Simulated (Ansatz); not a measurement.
We consider fluorite AuAl2, described by r²SCAN in Ansatz (PAW).

Numerical settings: plane-wave cutoff 500 eV, 18×18×1 k mesh (along the axes of the cell as run), Fermi–Dirac smearing 0.1 eV, scalar-relativistic PAW data made under PBE.

### Question
Estimate the surface energy of the (111) face and work function of the (111) face that the calculation returns.

### Answer

* **surface energy of the (111) face**: 1.23 J/m²
* **work function of the (111) face**: 4.40 eV

The slab of 18 atoms is relaxed and unreconstructed.

Spin–orbit coupling is not included; it can shift volumes and moduli of such heavy elements.

Static lattice: no zero-point or thermal effects.

Ansatz is an electronic-structure program.
